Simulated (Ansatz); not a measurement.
Take C in the diamond structure (space group Fd-3m, No. 227; a = 3.572 Å) as the base.

Computed with DFT with PBE, PAW potentials and a 420 eV plane-wave cutoff in Ansatz (a program for electronic structure), without spin-orbit coupling.

Strains are applied to the cell and any free atomic positions relax.

One change was made to it. Results:

| quantity | base | after |
|---|---|---|
| energy relative to the base (free energy F) | 0 meV/atom | +6.7 meV/atom |
| band gap | 4.13 eV | 4.07 eV |
| hole mass (degenerate bands, along [100]) | 0.30, 0.30, 0.51 mₑ (at Γ) | 0.30, 0.30, 0.50 mₑ (at Γ) |

Problem. What was done to the base?
A) isotropic strain +1.00 %
B) isotropic strain +2.50 %
C) isotropic strain −3.00 %

Solution. A, isotropic strain +1.00 %. For comparison, the band gap in the other runs: isotropic strain +2.50 % gives 3.97 eV; isotropic strain −3.00 % gives 4.34 eV.

Effective masses come from finite differences of ±0.01 Å⁻¹. Gaps are read on the SCF mesh and a high-symmetry path. No phonon test of stability was made.
